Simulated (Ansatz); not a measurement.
System: SiC₃ (model structure, P-4m2, No. 115, 4 atoms in the cell). Method: G0W0@PBEsol in Ansatz (plane waves, hard PAW, contour deformation).

The same calculation (at the PBEsol cell, 7.934 Å³/atom) with different numerical settings; throughout: k mesh 2×2×2:

| run | response cutoff (eV) | empty bands | quasiparticle gap on the mesh (eV) | quasiparticle gap at Γ (eV) | rough time |
|---|---|---|---|---|---|
| 1 | 100 | 132 | 1.827 | 2.306 | 5 core-s |
| 2 | 150 | 243 | 1.984 | 2.438 | 10 core-s |
| 3 | 200 | 374 | 2.057 | 2.499 | 30 core-s |
| 4 | 250 | 523 | 2.095 | 2.531 | 80 core-s |
| 5 | 300 | 688 | 2.119 | 2.550 | 100 core-s |
| 6 | 400 | 1059 | … | … | 4 core-min |

Q: Complete the blanks.

A: 
- 6, quasiparticle gap on the mesh (eV): 2.144
- 6, quasiparticle gap at Γ (eV): 2.571

In the column quasiparticle gap on the mesh (eV) the first row differs from the last by -0.317 and the next to last by -0.025.

The last row is no converged limit: other settings stay fixed.

A model structure was made by putting elements into a prototype or built by hand; it is no filed structure, need not be a known phase, and can be a saddle point held by its symmetry.

Ansatz is a program for electronic structure.
